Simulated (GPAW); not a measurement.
A self-consistent single point of HgS (F-43m, 2 atoms in the cell) with GPAW.

Method of the run: PBE, GPAW PAW datasets PBE (gpaw-data 1.0.1) (plane waves; GPAW 25.7.0).

```yaml
crystal:
  lattice:
    - [0.00000, 3.02460, 3.02460]
    - [3.02460, 0.00000, 3.02460]
    - [3.02460, 3.02460, 0.00000]
  atoms:
    - { symbol: Hg, position: [0.00000, 0.00000, 0.00000] }
    - { symbol: S, position: [0.25000, 0.25000, 0.25000] }
```

Reference input (self-consistent single point, DFT PBE, plane waves, GPAW PAW datasets PBE (gpaw-data 1.0.1)): mode = pw; ecut = 550 eV; xc = PBE; kpts = 12 12 12; mesh shift (steps) = 0 0 0; occupations.name = methfessel-paxton; occupations.width = 0.05 eV; occupations.order = 1; nbands = -8; symmetry.symmorphic = false; symmetry.tolerance = 0.0005; maxiter = 100. This run's input differs from it in these lines:

```diff
@@ -12,3 +12,3 @@
 
-calc = GPAW(mode={'name': 'pw', 'ecut': 550},
+calc = GPAW(mode={'name': 'pw', 'ecut': 275},
             xc='PBE',
```

The program printed (abridged):

```
     iter     time        total  log10-change:
                         energy   eigst   dens
iter:   1 --:--:--    -4.751110
iter:   2 --:--:--    -4.651340   -1.85  -1.28
iter:   3 --:--:--    -4.337792   -1.87  -1.32
iter:   4 --:--:--    -4.333510   -3.54  -1.71
iter:   5 --:--:--    -4.343029c  -2.54  -1.74
iter:   6 --:--:--    -4.332455c  -3.78  -2.41
iter:   7 --:--:--    -4.332569c  -5.25  -2.92
iter:   8 --:--:--    -4.332217c  -4.58  -2.83
iter:   9 --:--:--    -4.332257c  -5.65  -3.37
iter:  10 --:--:--    -4.332360c  -6.08  -3.35
iter:  11 --:--:--    -4.332253c  -6.08  -3.35
iter:  12 --:--:--    -4.332228c  -5.10  -3.43
iter:  13 --:--:--    -4.332228c  -7.05  -3.78
iter:  14 --:--:--    -4.332224c  -6.06  -3.81
iter:  15 --:--:--    -4.332225c  -7.63c -3.87
iter:  16 --:--:--    -4.332224c  -7.11  -3.96
iter:  17 --:--:--    -4.332225c  -7.44c -4.06c
Converged after 17 iterations.

Dipole moment: (-2.593763, -2.593763, -2.593763) |e|*Ang

Energy contributions relative to reference atoms: (reference = -544013.398625)

Kinetic:         -2.526106
Potential:       +3.916120
External:        +0.000000
XC:              -5.487788
Entropy (-ST):   +0.000062
Local:           -0.234493
SIC:             +0.000000
--------------------------
Free energy:     -4.332204
Extrapolated:    -4.332225

Showing only first 2 kpts
 Kpt  Band  Eigenvalues  Occupancy
  0    10      3.23195    0.80912
  0    11      3.23195    0.80912
  0    12      3.23196    0.80908
  0    13      9.36926    0.00000

  1    10      3.07884    2.00025
  1    11      3.07884    2.00025
  1    12      3.87006   -0.00000
  1    13      8.94883    0.00000

Fermi level: 3.22627

No gap
No difference between direct/indirect transitions
Energy (eV): -4.332225

Forces in eV/Ang:
  0 Hg    0.00000   -0.00000    0.00000
  1 S     0.00000   -0.00000   -0.00000

Stress tensor:
     0.058753    -0.000000     0.000000
    -0.000000     0.058753     0.000000
     0.000000     0.000000     0.058753
Stress (GPa, Voigt): [ 9.4133  9.4133  9.4133  0.      0.     -0.    ]
```

The run converged in 17 iterations. GPAW prints stress with tension positive. Against the reference run the free energy goes up by 517 meV/atom and the pressure goes from -1.03 to -9.41 GPa.

The starting cell comes from a database of computed structures (which also holds hypothetical and non-ambient phases and stackings), without a prior relaxation at this level. Its lattice was rescaled by a random factor within 2.5 % of one. The run gives no clean gap (levels at the Fermi energy touch, overlap or are partly filled at this smearing), which alone does not show that the compound is a metal.

Cost on one core of a shared machine: roughly 40 s.
